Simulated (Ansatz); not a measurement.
Start from MgO in the rock salt structure (space group Fm-3m, No. 225; a = 4.214 Å). Axes: x, y, z lie along the cube axes.

The values are results of PBEsol (Ansatz, a program for electronic structure; PAW; 420 eV plane waves; without spin-orbit coupling), not measurements.

Base values:

```
Item                                 Value
---------------------  -------------------
Valence-band top at Γ  0.00, 0.00, 0.00 eV
Band gap                           4.62 eV
```

Modification: a free-standing slab of 2 layers (4 atoms, 2 a layer) is cut normal to the z axis, with 15 Å of vacuum and the in-plane cell held at bulk.

Question: Estimate the effect on the valence-band top at Γ, excess energy per area of both faces and band gap.

Answer: The valence-band top at Γ (three highest levels, from the VBM) changes from 0.00, 0.00, 0.00 eV to 0.00, 0.00, -0.65 eV; the excess energy per area of both faces (slab less bulk energy over the cell's area: twice a surface energy) amounts to 2.02 J/m²; the band gap falls by 1.20 eV (4.62 eV → 3.42 eV).

The excess energy carries the mismatch between the slab's and the bulk's meshes. No phonon test of stability was made.
